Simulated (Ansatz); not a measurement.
Corundum Ga₂O₃ (metastable phase), relaxed in Ansatz (plane waves) with several semilocal functionals. Each gives its own volume and its own bulk modulus:

```
level       V0 (Å³/atom)  bulk modulus (GPa)   ln V0   ln B0
----------  ------------  ------------------  ------  ------
LDA                9.411               237.7  2.2419  5.4710
r²SCAN-D4          9.562               238.4  2.2578  5.4739
PBE-D3(BJ)         9.890               207.1  2.2915  5.3332
rVV10             10.186               195.8  2.3210  5.2771
revPBE            10.248               187.7  2.3271  5.2348
RPBE              10.320               183.8  2.3341  5.2138
```

Fit a straight line to ln B0 against ln V0. What does it predict for PBE-D4, whose volume is 9.816 Å³/atom?

With x = ln V0 and y = ln B0: means 2.29557 and 5.33397; Σ(Δx Δy) = -0.02184, Σ(Δx²) = 0.007449, so the slope is -2.93. At x = 2.2840 the line gives y = 5.33397 + (-2.93) × (2.2840 − 2.29557) = 5.3679, or 214.4 GPa. The run with PBE-D4 gives 210.7 GPa, -1.7 % from the line. The rows used scatter about it by up to 3.0 %, while the largest value lies 30 % above the smallest.

Measured: 220 ± 9 GPa (measured, room temperature, not corrected to a static lattice, equation of state from high-pressure X-ray diffraction, our sources range from 220 to 252; as tabulated in Phys. Rev. B 77, 094123 (2008), gallium oxide under pressure (UNLV record)).

Ansatz's density-functional and Hartree–Fock values are scalar-relativistic unless marked +SOC, with PAW data made under PBE.

Ansatz is a quantum-chemistry and plane-wave program.
